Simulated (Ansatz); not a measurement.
## Response to strain in GaN

The reference is GaN in the zinc blende structure (space group F-43m, No. 216; a = 4.549 Å).

Strains are applied to the cell and any free atomic positions relax.

Computed with Ansatz (a quantum-chemistry and plane-wave program) PBE, without spin-orbit coupling.

Notes on the quantities. hole mass: degenerate bands, along [100].

| change | electron mass | volume per atom | hole mass |
|---|---|---|---|
| base | 0.14 mₑ (at Γ) | 11.76 Å³ | 0.14, 0.90, 0.90 mₑ (at Γ) |
| isotropic strain −3.00 % | 0.19 mₑ (at Γ) | 10.74 Å³ | 0.19, 0.85, 0.85 mₑ (at Γ) |
| isotropic strain −2.50 % | 0.18 mₑ (at Γ) | 10.90 Å³ | 0.18, 0.85, 0.85 mₑ (at Γ) |
| isotropic strain −2.00 % | ? | 11.07 Å³ | 0.18, 0.86, 0.86 mₑ (at Γ) |
| isotropic strain −1.00 % | 0.16 mₑ (at Γ) | 11.41 Å³ | 0.16, 0.88, 0.88 mₑ (at Γ) |
| isotropic strain −0.50 % | 0.15 mₑ (at Γ) | 11.59 Å³ | 0.15, 0.89, 0.89 mₑ (at Γ) |
| isotropic strain +1.50 % | ? | 12.30 Å³ | ? |
| isotropic strain +2.00 % | 0.11 mₑ (at Γ) | 12.48 Å³ | 0.11, 0.93, 0.93 mₑ (at Γ) |
| isotropic strain +2.50 % | 0.10 mₑ (at Γ) | 12.67 Å³ | 0.11, 0.94, 0.94 mₑ (at Γ) |
| isotropic strain +3.00 % | 0.095 mₑ (at Γ) | 12.85 Å³ | 0.097, 0.95, 0.95 mₑ (at Γ) |

Question: Some entries are withheld; estimate them.

Answer: 
- isotropic strain −2.00 %, electron mass: 0.17 mₑ (at Γ)
- isotropic strain +1.50 %, electron mass: 0.12 mₑ (at Γ)
- isotropic strain +1.50 %, hole mass: 0.12, 0.92, 0.92 mₑ (at Γ)

The levels and masses belong to the bands next to the band gap. Masses are band curvatures over ±0.01 Å⁻¹ around the edge. No phonon test of stability was made. This is not the structure that GaN has at room temperature and ambient pressure.
